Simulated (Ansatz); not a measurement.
BP under a change: isotropic strain +0.50 %

Base system: BP in the zinc blende structure (space group F-43m, No. 216; a = 4.520 Å).

The change: an isotropic linear strain of +0.50 %; the atoms relax in the strained cell.

Calculations: PBEsol (Ansatz, a first-principles code), no spin-orbit coupling. Γ-centred 13×13×13 mesh, Fermi–Dirac width 0.05 eV.

```json
[
 {"quantity": "volume per atom", "base": "11.54 Å³", "changed": "11.72 Å³", "shift": "+0.174 Å³"},
 {"quantity": "space group", "base": "F-43m (No. 216)", "changed": "F-43m (No. 216)", "shift": "–"},
 {"quantity": "shortest interatomic distance", "base": "1.957 Å", "changed": "1.967 Å", "shift": "+0.010 Å"},
 {"quantity": "energy relative to the base (free energy F)", "base": "0 meV/atom", "changed": "+1.4 meV/atom", "shift": "+1.4 meV/atom"},
 {"quantity": "pressure", "base": "-0.1 kbar", "changed": "-24.7 kbar", "shift": "-24.6 kbar"},
 {"quantity": "band gap", "base": "1.11 eV", "changed": "1.13 eV", "shift": "+0.02 eV"},
 {"quantity": "gap character", "base": "indirect, Γ → Γ–X (83 % along)", "changed": "indirect, Γ → Γ–X (83 % along)", "shift": "–"},
 {"quantity": "smallest direct gap", "base": "3.38 eV", "changed": "3.36 eV", "shift": "-0.02 eV"},
 {"quantity": "width of the top valence band", "base": "5.60 eV", "changed": "5.51 eV", "shift": "-0.09 eV"},
 {"quantity": "electron mass", "base": "1.3 mₑ along k, 0.22 mₑ across (off the special points)", "changed": "1.3 mₑ along k, 0.22 mₑ across (off the special points)", "shift": "–"},
 {"quantity": "hole mass (degenerate bands, along [100])", "base": "0.25, 0.25, 0.34 mₑ (at Γ)", "changed": "0.25, 0.25, 0.34 mₑ (at Γ)", "shift": "–"}
]
```

Effective masses come from finite differences of ±0.01 Å⁻¹. Along k means along the line from Γ to the band edge. No phonon test of stability was made.
